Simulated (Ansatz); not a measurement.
**AlN, response to strain**

Start from AlN in the zinc blende structure (space group F-43m, No. 216).

```
AlN
1.0
    0.00000     2.17113     2.17113
    2.17113     0.00000     2.17113
    2.17113     2.17113     0.00000
Al N
1 1
Direct
  0.00000   0.00000   0.00000
  0.25000   0.25000   0.25000
```

Cartesian axes are those of the cell as printed.

Strains are applied to the cell and any free atomic positions relax; under biaxial strain the out-of-plane vector relaxes too.

The values are results of LDA (Ansatz, a first-principles code, PAW, no SOC), not measurements.

Notes on the quantities. energy relative to the base: free energy F.

```tsv
biaxial strain, plane normal [001], relaxed out of plane (%)	energy relative to the base (meV/atom)
-3	17.9
-2.5	12.2
-2	?
-1.5	4.3
-1	1.9
-0.5	0.5
0	0.0
```

Problem. Fit ΔE = Aε² + Bε³ (ε in %) to the rows shown and predict the withheld row.

Solution. Least squares on the printed values gives A = 1.82 and B = -0.056 meV/atom (largest residual 0.0 meV/atom); this predicts 7.7 meV/atom, and the run gives 7.7 meV/atom, in agreement.

Stability against distortions was not tested. This is not the structure that AlN has at room temperature and ambient pressure.
